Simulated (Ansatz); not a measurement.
Structures of equal composition on the (111) surface of germanium (Ge plane on top): (√3x√3)R30° Ag adatom at H3; (√3x√3)R30° Ag adatom at T4. The slabs share one bottom face, and each structure is named by its start. These are constructed structures in small cells; real faces may alloy, dewet or reconstruct in larger ones, and not all known structures of the face are among them. Slabs of about 13 Å, Fermi-Dirac smearing of 0.025 eV. Bottom of the slabs: H caps. Relaxed from the named starts with such symmetry as they have, on meshes of like density; energies extrapolated to zero smearing; spin only where a row says so; no spin-orbit coupling, no U. Brackets mark spin-polarised runs, whose order is one that fits the cell. Where a second, spin-polarised start was run, the lower counts.

Method: PBE (plane waves to 420 eV, PAW; Ansatz, a first-principles code).

Q: Order them by energy per 1x1 cell (lowest first) at the level PBE.

A: (√3x√3)R30° Ag adatom at H3 (0.000 eV, no gap on the mesh), (√3x√3)R30° Ag adatom at T4 (0.020 eV, no gap on the mesh)
